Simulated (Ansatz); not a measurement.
The starting structures come from a database of crystals and need not be the phases stable at ambient conditions.

 Where the default PAW files enter, the runs use the earlier of Ansatz's two default sets.

By LDA and PBEsol, the system below comes out a metal.

Here is the system:

```
CELL_PARAMETERS angstrom
      5.90314     0.00000     0.00000
     -2.95157     5.11227     0.00000
      2.95157     1.70409     4.81989
ATOMIC_POSITIONS crystal
  Mg 0.75000 0.37500 0.87500
  Mg 0.25000 0.37500 0.37500
  Mg 0.75000 0.37500 0.37500
  Mg 0.25000 0.87500 0.37500
  Sn 0.00000 0.00000 0.00000
  Sn 0.50000 0.75000 0.75000
```

Space group of this cell: Fd-3m, cubic Laves (MgCu2 type). The cell is taken as given; by PBEsol its mean pressure is -1.5 GPa.

The current runs along the normal of the first two printed vectors, the (111) plane. All runs by Ansatz (a program for electronic structure), plane waves and PAW, without spin-orbit coupling; the base is PBEsol.

```
run                                                      mean pressure (GPa)  G/A, both spins (10¹⁵ S/m²)
-------------------------------------------------------  -------------------  ---------------------------
base                                                                    -1.5                         0.76
all lengths scaled by 0.98                                               0.9                          ___
all lengths scaled by 1.02                                              -3.4                          ___
lda in place of pbesol                                                  -2.9                         0.76
lengths across the current scaled by 0.98, ions clamped                  0.0                          ___
lengths across the current scaled by 1.02, ions clamped                 -2.8                         0.71
lengths along the current scaled by 0.97, ions clamped                  -0.3                         0.74
lengths along the current scaled by 1.03, ions clamped                  -2.5                         0.76
```

**Question.** Complete the blanks.

**Answer.** 
- all lengths scaled by 0.98, G/A, both spins (10¹⁵ S/m²): 0.81
- all lengths scaled by 1.02, G/A, both spins (10¹⁵ S/m²): 0.73
- lengths across the current scaled by 0.98, ions clamped, G/A, both spins (10¹⁵ S/m²): 0.80
